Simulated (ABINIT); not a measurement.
A self-consistent single point of HgSe (F-43m, 2 atoms in the cell) with ABINIT.

Computed with LDA (PW92), norm-conserving pseudopotentials (PseudoDojo nc-sr-04 LDA standard) (plane waves; ABINIT).

```
CELL_PARAMETERS angstrom
      0.00000     3.04585     3.04585
      3.04585     0.00000     3.04585
      3.04585     3.04585     0.00000
ATOMIC_POSITIONS crystal
  Hg 0.00000 0.00000 0.00000
  Se 0.75000 0.75000 0.75000
```

Reference input (self-consistent single point, DFT, PBE, plane waves, norm-conserving pseudopotentials (PseudoDojo nc-sr-05 PBE standard)): pseudos = [Hg.upf, Se.upf]; ecut = 86 Ry; occopt = 3; tsmear = 0.00367493 Ha; ngkpt = 9 9 9; nshiftk = 1; shiftk = 0 0 0; potentials = PseudoDojo nc-sr-05 PBE standard; nband = 24; kptopt = 1; nstep = 60; tolvrs = 1e-10. This run's input differs from it in these lines:

```diff
@@ -1,2 +1,2 @@
-# HgSe, PseudoDojo nc-sr-05 PBE standard
+# HgSe, PseudoDojo nc-sr-04 LDA standard
 pp_dirpath "./"
```

Its files differ too (potentials: PseudoDojo nc-sr-05 PBE standard → PseudoDojo nc-sr-04 LDA standard).

Output (repeated stretches shortened):

```
--- !BeginCycle
solver: {iscf: 7, nstep: 60, nline: 4, wfoptalg: 0, }
tolerances: {tolvrs: 1.00E-10, }
...

     iter   Etot(hartree)      deltaE(h)  residm     vres2
 ETOT  1  -287.66313641727    -2.877E+02 1.453E+00 1.529E+02
 ETOT  2  -287.91363034410    -2.505E-01 1.602E-02 1.385E+01
 ETOT  3  -287.91487775167    -1.247E-03 6.178E-03 6.935E-01
 ETOT  4  -287.91494274946    -6.500E-05 2.364E-03 7.727E-02
 ETOT  5  -287.91495548405    -1.273E-05 9.487E-04 2.987E-03
 ETOT  6  -287.91495557216    -8.812E-08 5.549E-04 1.606E-04
 ETOT  7  -287.91495557708    -4.919E-09 8.113E-04 1.733E-06
 ETOT  8  -287.91495557714    -5.480E-11 4.146E-04 1.264E-07
 ETOT  9  -287.91495557714    -4.491E-12 5.288E-04 8.792E-09
 ETOT 10  -287.91495557716    -1.415E-11 2.461E-04 4.272E-11
 At SCF step   10       vres2   =  4.27E-11 < tolvrs=  1.00E-10 =>converged.

 Cartesian components of stress tensor (hartree/bohr^3)
  sigma(1 1)=  2.90165340E-05  sigma(3 2)=  0.00000000E+00
  sigma(2 2)=  2.90165340E-05  sigma(3 1)=  0.00000000E+00
  sigma(3 3)=  2.90165340E-05  sigma(2 1)=  0.00000000E+00

 ----iterations are completed or convergence reached----

 reduced coordinates (array xred) for    2 atoms
       0.000000000000      0.000000000000      0.000000000000
       0.750000000000      0.750000000000      0.750000000000
 cartesian forces (eV/Angstrom) at end:
    1     -0.00000000000000     0.00000000000000     0.00000000000000
    2      0.00000000000000    -0.00000000000000    -0.00000000000000
 frms,max,avg= 2.7429735E-29 4.2285658E-29   0.000E+00  0.000E+00  0.000E+00 e/A
   [... lines left out ...]
 Fermi (or HOMO) energy (hartree) =   0.17144   Average Vxc (hartree)=  -0.37114
   [... lines left out ...]
total_energy        : -2.87914955577155E+02
total_energy_eV     : -7.83456437524482E+03
band_energy         : -3.78988052032873E+01
...

-Cartesian components of stress tensor (GPa)         [Pressure= -8.5370E-01 GPa]
- sigma(1 1)=  8.53695761E-01  sigma(3 2)=  0.00000000E+00
- sigma(2 2)=  8.53695761E-01  sigma(3 1)=  0.00000000E+00
- sigma(3 3)=  8.53695761E-01  sigma(2 1)=  0.00000000E+00

 Calculation completed.
```

The run converged in 10 iterations. Against the reference run the pressure goes from 4.21 to -0.85 GPa.

The starting cell comes from a database of computed structures (which also holds hypothetical and non-ambient phases and stackings), without a prior relaxation at this level. Its lattice was rescaled by a random factor within 2.5 % of one. The run gives no clean gap (levels at the Fermi energy touch, overlap or are partly filled at this smearing), which alone does not show that the compound is a metal.

Cost on one core of a shared machine: roughly 70 s.
